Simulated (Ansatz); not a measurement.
Hops of point defects in fcc Al, each between lowest sites run for its defect: PBE bands (Ansatz, a program for electronic structure, plane waves to 420 eV, PAW, climbing-image NEB) beside the CHGNet universal potential on its own band (it has no charge state). Static nuclei, no finite-size correction. The rows are a random draw from the bands that converged and passed our checks of state and shape. Saddle orders were checked for a part of the study's bands only and are not shown. Vacancies start on their lattice site; split forms were not set up. Spin-orbit coupling is left out.

| Row | Defect | Route | Hop (Å) | Cell and PBE mesh | CHGNet k-points | PBE barrier x (eV) | CHGNet barrier y (eV) |
|---|---|---|---|---|---|---|---|
| 1 | Rh-vacancy pair (Rh on Al, Al vacant), charge 0 | Rh changes places with the vacancy (Rh-vacancy distance between ideal sites 2.86 Å throughout) | 3.21 | 32 sites, 3×3×3 shifted | none | 1.22 | 0.41 |
| 2 | Pd-vacancy pair (Pd on Al, Al vacant), charge 0 | Pd changes places with the vacancy (Pd-vacancy distance between ideal sites 2.86 Å throughout) | 3.07 | 32 sites, 3×3×3 shifted | none | 0.77 | 0.21 |
| 3 | In-vacancy pair (In on Al, Al vacant), charge 0 | In changes places with the vacancy (In-vacancy distance between ideal sites 2.86 Å throughout) | 2.33 | 32 sites, 3×3×3 shifted | none | 0.25 | 0.05 |
| 4 | Si-vacancy pair (Si on Al, Al vacant), charge 0 | a nearby Al jumps into the vacancy (Si-vacancy distance between ideal sites 2.86 Å throughout) | 2.72 | 32 sites, 3×3×3 shifted | none | 0.52 | 0.15 |
| 5 | Pt-vacancy pair (Pt on Al, Al vacant), charge 0 | Pt changes places with the vacancy (Pt-vacancy distance between ideal sites 2.86 Å throughout) | 3.11 | 32 sites, 3×3×3 shifted | none | 0.85 | 0.12 |
| 6 | Zn-vacancy pair (Zn on Al, Al vacant), charge 0 | Zn changes places with the vacancy (Zn-vacancy distance between ideal sites 2.86 Å throughout) | 2.71 | 32 sites, 4×4×4 shifted | none | 0.33 | ? |

Task: Fit a straight line y = a x + b to rows 1 to 5, predict row 6, and compare with the computed value.

Result: Means: x̄ = 0.722, ȳ = 0.188 eV. Sums: Sxx = 0.530, Sxy = 0.176 eV². So a = Sxy/Sxx = 0.332 and b = ȳ − a x̄ = -0.052 eV, with a scatter of 0.07 eV about the line. Row 6: 0.332 × 0.33 − 0.052 ≈ 0.06 eV. The computed CHGNet value is 0.12 eV, +0.06 eV from the line, within the scatter. The line only summarises these rows of one host.
